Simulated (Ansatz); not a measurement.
Start from HfO2 (space group P4_2/nmc, No. 137; a = 3.5675 Å, c = 5.1667 Å).

Structures relaxed with plane-wave PAW DFT at the PBEsol level (Ansatz, a program for electronic structure, 420 eV), scalar-relativistic without spin-orbit coupling, earlier PAW set.

Base:

Simulated powder pattern, Cu Kα1, λ = 1.54056 Å (kinematic, ideal powder, no thermal factors, no anomalous dispersion; the 10 strongest lines at most, above 2 %, up to 2θ = 90°):

```json
[
 {"2θ (°)": "30.42", "I/Imax (%)": "100", "hkl": "(101)"},
 {"2θ (°)": "34.70", "I/Imax (%)": "13", "hkl": "(002)"},
 {"2θ (°)": "35.56", "I/Imax (%)": "22", "hkl": "(110)"},
 {"2θ (°)": "50.53", "I/Imax (%)": "32", "hkl": "(112)"},
 {"2θ (°)": "51.17", "I/Imax (%)": "16", "hkl": "(200)"},
 {"2θ (°)": "59.56", "I/Imax (%)": "16", "hkl": "(103)"},
 {"2θ (°)": "60.70", "I/Imax (%)": "30", "hkl": "(211)"},
 {"2θ (°)": "63.31", "I/Imax (%)": "10", "hkl": "(202)"},
 {"2θ (°)": "82.31", "I/Imax (%)": "13", "hkl": "(213)"},
 {"2θ (°)": "83.32", "I/Imax (%)": "6.2", "hkl": "(301)"}
]
```

Now apply this change: full substitution Hf → Mg, then cell and atoms are relaxed.

After the change:

Simulated powder pattern, Cu Kα1, λ = 1.54056 Å (kinematic, ideal powder, no thermal factors, no anomalous dispersion; the 10 strongest lines at most, above 2 %, up to 2θ = 90°):

| 2θ (°) | d (Å) | I/Imax (%) | hkl |
|---|---|---|---|
| 32.80 | 2.728 | 5.2 | (110) |
| 33.18 | 2.697 | 100 | (101) |
| 47.07 | 1.929 | 86 | (200) |
| 58.80 | 1.569 | 36 | (211) |
| 59.53 | 1.552 | 74 | (112) |
| 68.76 | 1.364 | 22 | (220) |
| 78.51 | 1.217 | 7.1 | (301) |
| 80.22 | 1.196 | 6.6 | (103) |

The indices refer to each structure's own conventional cell; one index is shown for lines that coincide. The space group is now I4/mmm (No. 139).

Stability against distortions was not tested. As relaxed here, MgO2 is a hypothetical phase, not in the database extracts checked. The final runs are not spin-polarised. This is not the structure that HfO2 has at room temperature and ambient pressure.
